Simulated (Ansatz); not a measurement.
## ZnO: stress against strain

ZnO (wurtzite, P6_3mc, 11.778 Å³/atom at rest, c along z) under an equal strain ε in the (0001) plane with the normal axis free, as in a coherent film. PBEsol in Ansatz, a plane-wave DFT program (PAW, default set), 420 eV, 12×12×7 Γ-centred mesh, Fermi-Dirac smearing 0.05 eV; ions are relaxed within the symmetry of each cell. Stress is positive for a compressed cell.

Here s stands for strain and y for stress xx.

| strain (%) | stress xx (GPa) |
|---|---|
| -1.20 | 2.62 |
| -0.60 | 1.30 |
| 0.00 | 0.00 |
| 0.60 | -1.28 |
| 1.20 | -2.53 |
| 3.00 | ? |

Q: Using a straight line, estimate the missing y at s = 3.00 from the other rows, showing the fit.

A: Means: s 0, y 0.022. About the means, the sum of products is -7.7280 and the sum of squares of s is 3.6000; the slope is their ratio. Least squares gives y = 0.022 - 2.1467·s. Residuals (row less fit): 0.022, -0.010, -0.022, -0.014, 0.024; standard error 0.025 (degrees of freedom: 3). The slope gives the biaxial elastic modulus of this plane = 215 ± 1.3 GPa. At the withheld row, y = 0.022 - 2.1467 × 3.0 = -6.418 GPa. The calculation gives -6.02 GPa, 0.398 GPa above the prediction (4.6 % of the range of y in the table). The row lies outside the fitted rows, so this is an extrapolation. From the scatter of the fitted rows alone, a prediction at this place has a standard error of 0.048 GPa, so the miss is 8.3 times that.

One order more, fitted to all 11 runs of the series, follows each within 0.04, so the miss is the next term of a smooth law. Rows are the converged runs of the series near zero and its far end; series whose fitted rows scatter by over a few per cent of the range, as at a crossing or softening among them, aren't shown in this form. Most that stay on the fit to the last digits aren't either.
